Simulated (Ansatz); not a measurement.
Functionals compared on a constructed model of the (111) surface of fcc Pt, a pseudomorphic layer of Re in the host's stacking (bottom of the slab: a bare face, its two planes held), in Ansatz (plane waves, PAW). The structure was relaxed with PBE; the other rows are single points on it. Cutoff 420 eV (500 eV for r2SCAN).

Slab: 7 atoms, 14.0 Å thick at the start; k 15x15x1, smearing 0.1 eV, dipole-corrected; 2 atoms held, the rest relaxed; start symmetry kept, larger cells not searched; no spin, no spin-orbit, no U. In PBE it is, or lies within 0.01 eV a 1x1 cell of, the lowest of the 2 structures of its composition computed so far; larger cells were not tried. These notes are the PBE run's.

```tsv
functional	work function of the top face (eV)	rough cost of the single point
PBE	5.47	–
RPBE	5.33	very roughly 25 core-seconds
r2SCAN	5.56	about 40 core-seconds (a rough figure)
```

Ansatz is a quantum-chemistry and plane-wave program.
